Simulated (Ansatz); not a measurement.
## Effect of biaxial strain +4.09 %, plane normal [001], relaxed out of plane on TaS2

The reference is TaS2 in the CdI2 type structure (space group P-3m1, No. 164; a = 3.277 Å, c = 5.587 Å; layered, stacked along the Cartesian z axis; relaxed with 0.1 eV smearing). Axes: x lies along a and z along c of the hexagonal cell.

It is then changed as follows: biaxial strain +4.09 %, plane normal [001], relaxed out of plane (Cartesian); in-plane vectors clamped, the third vector and the atoms free.

Computed with PBEsol-D3(BJ) in Ansatz (plane waves to 420 eV, PAW, scalar-relativistic without spin-orbit coupling). Settings: 20×20×11 k-points, 0.1 eV Fermi–Dirac smearing.

The volume per atom increases by 1.11 Å³ to 18.43 Å³ and the space group stays P-3m1 (No. 164). The shortest interatomic distance rises by 0.0437 bohr (4.621 bohr → 4.664 bohr) and the pressure (mean of the normal stresses, compression positive) goes from zero to -5.3 GPa. The band gap is still zero and the out-of-plane strain comes out as -1.81 %. The ratio −ε⊥/ε∥ is 0.44 and the mean in-plane stress (compression positive) is -7.9 GPa.

Cost of the whole job for the changed cell (relaxation, final SCF and bands): very roughly 70 core-seconds.

No phonon test of stability was made. The final runs are not spin-polarised. An odd electron count without spin: TaS2.

Ansatz is a quantum-chemistry and plane-wave program.
